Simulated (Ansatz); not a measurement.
Partial pair distribution functions of a relaxed model of amorphous Hf$_{18}$O$_{41}$Ta$_{2}$, broadened by 0.06 Å; density 8.88 g/cm³. These are PBE, scalar-relativistic without spin-orbit coupling (plane waves to 420 eV, PAW; Ansatz, a program for electronic structure) values and carry that method's errors.

A CHGNet melt-quench gave the starting glass, which DFT then relaxed. O atoms were pushed apart under 1.9 Å during the dynamics, to hinder bonds among them. The hot cell started wider than the set density and was brought back towards it in steps. It is the lowest in DFT energy of 2 quenches. It is a model cell: composition and starting density were chosen by hand, and all elements were melted together. No dispersion term was used. Its density started from a set value of 8.88 and ended at 8.88 g/cm³. The simulated quench (nominally 300 K/ps over its main leg) is rapid and tends to freeze in more defects than a deposited or slowly cooled glass has. Values belong to this one cell and scatter from quench to quench. The volume was held where the preparation left it and the shape relaxed, at a PBE pressure of -2.6 GPa (tension). Stress components on the final sampling reach 2.6 GPa.

| r (Å) | g Hf-O | g O-Ta | g Hf-Hf | g O-O |
|---|---|---|---|---|
| 1.65 | 0.00 | 0.00 | 0.00 | 0.00 |
| 1.75 | 0.01 | 0.41 | 0.00 | 0.00 |
| 1.85 | 0.36 | 4.33 | 0.00 | 0.00 |
| 1.95 | 2.49 | 7.56 | 0.00 | 0.00 |
| 2.05 | 5.70 | 6.15 | 0.00 | 0.00 |
| 2.15 | 6.35 | 1.49 | 0.00 | 0.00 |
| 2.25 | 3.76 | 1.54 | 0.00 | 0.00 |
| 2.35 | 1.63 | 1.14 | 0.00 | 0.03 |
| 2.45 | 0.45 | 0.08 | 0.00 | 0.63 |
| 2.55 | 0.27 | 0.00 | 0.00 | 2.11 |
| 2.65 | 0.23 | 0.00 | 0.00 | 2.76 |
| 2.75 | 0.17 | 0.00 | 0.00 | 2.26 |
| 2.85 | 0.16 | 0.00 | 0.00 | 1.76 |
| 2.95 | 0.10 | 0.00 | 0.00 | 1.62 |
| 3.05 | 0.12 | 0.01 | 0.03 | 2.03 |
| 3.15 | 0.16 | 0.20 | 0.47 | 1.81 |
| 3.25 | 0.21 | 0.49 | 1.98 | 1.44 |
| 3.35 | 0.25 | 0.60 | 3.10 | 0.93 |
| 3.45 | 0.39 | 0.84 | 2.98 | 0.77 |
| 3.55 | 0.64 | 0.49 | 2.46 | 0.68 |
| 3.65 | 0.90 | 0.67 | 1.94 | 0.66 |
| 3.75 | 0.79 | 1.45 | 2.60 | 0.68 |
| 3.85 | 1.23 | 1.58 | 2.56 | 0.83 |
| 3.95 | 1.08 | 2.14 | 1.58 | 0.82 |
| 4.05 | 1.01 | 1.25 | 1.19 | 0.91 |
| 4.15 | 1.19 | 1.17 | 0.83 | 1.03 |
| 4.25 | 1.30 | 1.95 | 0.89 | 0.80 |
| 4.35 | 1.35 | 1.54 | 0.84 | 0.70 |
| 4.45 | 1.29 | 0.81 | 0.39 | 0.54 |
| 4.55 | 1.66 | 1.12 | 0.57 | 0.49 |

Within 2.92 Å each Hf has 6.56 O neighbours on average.
